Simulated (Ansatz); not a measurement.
**TiOs (Pm-3m): band-structure transport figures**

Given:

```
CELL_PARAMETERS angstrom
      3.06073     0.00000     0.00000
      0.00000     3.06073     0.00000
      0.00000     0.00000     3.06073
ATOMIC_POSITIONS crystal
  Ti 0.50000 0.50000 0.50000
  Os 0.00000 0.00000 0.00000
```

All values below come from r2SCAN, rigid bands (plane waves, PAW, scalar-relativistic; Ansatz, an electronic-structure program). Condition of this run: functional r2SCAN on the same cell. Geometry: cell and atoms relaxed with PBEsol.

| Item | Value |
|---|---|
| density of states at the Fermi level | 0.334 states/(eV·cell), both spins |
| bare Sommerfeld coefficient | 0.39 mJ/(mol of atoms·K²) |
| Drude plasma energy | 4.4 eV |
| root-mean-square Fermi velocity | 7.9e5 m/s |
| resistivity times τ | 25 ×10⁻²² Ω·m·s |

A metal at this level (no band gap); rigid bands, thermally averaged at 300 K, both spins. Spin-orbit coupling is left out, which matters with elements this heavy. τ is one relaxation time for all states.

Formula and space group known from diffraction (Crystallography Open Database), not checked to be the room-temperature form: TiOs (Pm-3m).
